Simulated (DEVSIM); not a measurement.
System: Mo/SiO2/p-GaSb capacitor, at 300 K.

```tsv
layer (left to right)	material	thickness (nm)	Na (cm⁻³)
1	SiO2	31.0	-
2	GaSb	3500	2.9e16
```

Metal gate on the left, work function 4.6 eV. Fixed charge at the semiconductor interface 0 cm⁻² (in units of +e); no interface traps.

Constants are typed, rounded textbook-type inputs, not results; the design itself was drawn at random and stands for no fabricated device. Values at 300 K; Nc and Nv go as T^1.5, mobilities as T to minus their exponent, the gap by Varshni's rule with the affinity fixed.

```tsv
parameter	SiO2	GaSb
gap (eV)	9	0.726
affinity (eV)	0.9	4.06
permittivity	3.9	15.7
Nc (cm⁻³)	-	2.1e17
Nv (cm⁻³)	-	1.8e19
Varshni α (eV/K)	-	0.00042
Varshni β (K)	-	140
```

DEVSIM, 1D Poisson equation in equilibrium, Boltzmann statistics, complete ionisation; no quantum confinement or tunnelling. Metal contacts follow the ideal Schottky-Mott rule: no Fermi-level pinning, no interface dipoles.

Base results: threshold voltage (band bending 2φF) (V) 1.22; minimum of the low-frequency capacitance (μF/cm²) 0.0511; capacitance of the dielectric stack (μF/cm²) 0.111; flat-band voltage (V) -0.02.

**Question.** What follows from this one change: SiO2 thickness 0.031 → 0.017 μm?

**Answer.** threshold voltage (band bending 2φF) 1.22 → 0.89 V; minimum of the low-frequency capacitance 0.0511 → 0.0650 μF/cm²; capacitance of the dielectric stack 0.111 → 0.203 μF/cm²; flat-band voltage little changed (-0.02 V).

**Question.** What follows from this one change: temperature 300 → 450 K?

**Answer.** threshold voltage (band bending 2φF) 1.22 → 0.99 V; minimum of the low-frequency capacitance 0.0511 → 0.0640 μF/cm²; capacitance of the dielectric stack little changed (0.111 μF/cm²); flat-band voltage -0.02 → 0.15 V.

**Question.** What follows from this one change: interface trap density 0 → 1e+11 cm^-2 eV^-1?

**Answer.** threshold voltage (band bending 2φF) 1.22 → 1.24 V; minimum of the low-frequency capacitance 0.0511 → 0.0555 μF/cm²; capacitance of the dielectric stack little changed (0.111 μF/cm²); flat-band voltage -0.02 → -0.07 V.
